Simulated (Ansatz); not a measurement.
The reference is BN in the zinc blende structure (space group F-43m, No. 216; a = 3.6057 Å). Axes: x, y, z lie along the cube axes.

Level of theory: DFT with PBEsol, PAW potentials and a 420 eV plane-wave cutoff in Ansatz (a quantum-chemistry and plane-wave program), no spin-orbit coupling.

Before the change:

- Band gap: 4.30 eV
- Electron mass: 0.89 mₑ along k, 0.29 mₑ across (at X)

The change: uniaxial stress, 2 GPa tension along x, with the cell and atoms free to relax against it.

**Question.** Predict the new band gap.

**Answer.** The band gap falls by 0.03 eV (4.30 eV → 4.27 eV).

**Question.** What happens to the secant Young's modulus along x?

**Answer.** The secant Young's modulus along x is 720 GPa.

**Question.** Predict the new electron mass.

**Answer.** The electron mass remains 0.89 mₑ along k, 0.29 mₑ across (at X).

Load acts through the strain it causes; cell and atoms are relaxed under it. Effective masses come from finite differences of ±0.01 Å⁻¹. Along k means along the line from Γ to the band edge. Stability under load was not tested beyond the relaxation.
